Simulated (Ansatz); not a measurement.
Short convergence ladders for ReCl6 (R3, 7 atoms in the cell)

```
CELL_PARAMETERS angstrom
      3.06348     1.76870     5.57981
     -3.06348     1.76870     5.57981
      0.00000    -3.53740     5.57981
ATOMIC_POSITIONS crystal
  Re 0.00299 0.00299 0.00299
  Cl 0.61790 0.23109 0.91394
  Cl 0.38210 0.76891 0.08606
  Cl 0.91394 0.61790 0.23109
  Cl 0.08606 0.38210 0.76891
  Cl 0.23109 0.91394 0.61790
  Cl 0.76891 0.08606 0.38210
```
Moments meant for the start (each program seeds them in its own way; μB, in the order of the atoms Re Cl Cl Cl Cl Cl Cl): 1.0 0.0 0.0 0.0 0.0 0.0 0.0.

Base method: LDA (PW92), default PAW files made with PBE (plane waves; Ansatz, a first-principles code).

Base settings: basis.ecutwfc = 420 eV; kpoints.mp_grid.grid = 3 3 3; hamiltonian.xc = lda; hamiltonian.pseudopotentials = {kind: paw} (the program's default PAW files); magnetization.spin_polarized = true; scf.occupations.method = fermi_dirac; scf.occupations.width = 0.1 eV.

The count of work is k-points × plane waves × bands × iterations; it is no time. Core times come from one kind of shared machine, to one figure; runs under 30 s give none.

**The cutoff for other potential files**

Level: DFT, LDA (PW92), plane waves, harder PAW files (source: ansatz) made with PBE.

In this ladder: hamiltonian.pseudopotentials = {kind: paw, source: ansatz}.

The second cell is the first with its lattice scaled by 0.98.

The mesh stays at the base's, so the ladder's end is converged at best in this setting alone.

The first pressure column holds Ansatz's estimate of the finite-basis (Pulay) stress, which hides part of the cutoff error; the other is without it.

Only quantities that move along the ladder and can be compared are tabulated.

```csv
basis.ecutwfc,free energy less the last step's (meV/atom),energy of the compressed cell less the first (meV/atom),pressure (GPa),pressure without the Pulay estimate (GPa),largest difference of a force vector from the last step's (eV/Å),count of work / last,core time / last (rough)
295 eV,1151.34,-35.22,-3.71,-43.16,0.121,0.11,0.3
365 eV,162.27,-20.97,-4.01,-10.82,0.029,0.18,0.3
460 eV,12.81,-21.50,-4.06,-4.62,0.002,0.24,0.3
560 eV,2.66,-21.52,-4.07,-4.13,0.002,0.29,0.3
660 eV,1.12,-21.57,-4.07,-4.09,0.000,0.39,0.4
790 eV,0.49,-21.58,-4.07,-4.08,0.000,0.49,0.5
990 eV,0.15,-21.59,-4.07,-4.08,0.000,0.68,0.7
1320 eV,0.00,-21.59,-4.07,-4.07,0.000,1.0,1
```

Coarsest basis.ecutwfc that holds the free energy within 5 meV/atom of the last step, with all finer ones: 560 eV, at 0.29 of the last step's count of work and about 0.3 of the last step's time; the step before is off by 13 meV/atom.

Coarsest basis.ecutwfc that holds the pressure within 0.2 GPa of the last step, with all finer ones: 365 eV, at 0.18 of the last step's count of work and about 0.3 of the last step's time; the step before is off by 0.36 GPa.

Coarsest basis.ecutwfc that holds the pressure without the Pulay estimate within 0.1 GPa of the last step, with all finer ones: 560 eV, at 0.29 of the last step's count of work and about 0.3 of the last step's time; the step before is off by 0.55 GPa.

The energy difference between the two cells stays within 1 meV/atom of the last step's from 365 eV on, the total only from 790 eV on: much of the error is common to both cells and cancels.

At the lowest cutoff the pressure without the Pulay estimate lies 39.1 GPa under the last step's, the usual sign of Pulay stress in an incomplete plane-wave basis.

**The relaxed cell against the cutoff**

On ReCl6 (R-3, 7 atoms in the cell): atoms on their sites.

In this ladder: relax = cell and atoms.

The mesh stays at the base's, so the ladder's end is converged at best in this setting alone.

Only quantities that move along the ladder and can be compared are tabulated.

```csv
basis.ecutwfc,relaxed volume (Å³/atom),relaxation steps,core time / last (rough)
210 eV,21.437,32,0.7
250 eV,21.688,23,0.6
295 eV,21.638,14,0.4
355 eV,21.656,9,0.4
420 eV,21.650,7,0.4
505 eV,21.650,7,0.5
630 eV,21.648,7,0.7
840 eV,21.646,7,1
```

Coarsest basis.ecutwfc that holds the relaxed volume within 0.108 Å³/atom of the last step, with all finer ones: 250 eV; the step before is off by 0.21 Å³/atom.

At the lowest cutoff the cell relaxes to a volume 1.0 % smaller than at the highest. Ansatz relaxes on a stress corrected for the finite basis.

On the base run: the starting cell comes from a database of computed structures (which also holds hypothetical and non-ambient phases and stackings), without a prior relaxation at this level. Its lattice was rescaled by up to half a per cent. One atom was moved a little off its site on purpose. The starting moments vanished: the run ended non-magnetic. The program warned that a starting moment was not kept. Without a gap this mesh is coarse (it stands for a supercell whose shortest vector is 18 Å).

Keys are those of Ansatz 0.2.
